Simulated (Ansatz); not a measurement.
Consider the following.

```
Ru
1.0
    2.69535     0.00000     0.00000
    1.34768     2.33424     0.00000
    0.00000     0.00000     4.26770
Ru
2
Direct
  0.33333   0.33333   0.75000
  0.66667   0.66667   0.25000
```

No spin polarisation.

Calculations: Ansatz (a program for electronic structure), r2SCAN, PAW, cutoff 500 eV, spin-orbit coupling left out. k-mesh 20×20×11 (Γ-centred); smearing 0.05 eV (Fermi–Dirac).

Problem. What space group does the calculation give?

Solution. P6_3/mmc (No. 194).

Problem. Predict the pressure (mean of the normal stresses, compression positive).

Solution. 1.7 GPa.

Problem. What is the computed band gap?

Solution. Zero.

The cells carry an imposed strain or load. Whether these cells are dynamically stable was not tested. All final runs are without spin polarisation. The cell was made from Ru in the hcp (Mg type) structure (space group P6_3/mmc, No. 194) by this change: biaxial strain −0.34 %, plane normal [001], relaxed out of plane.
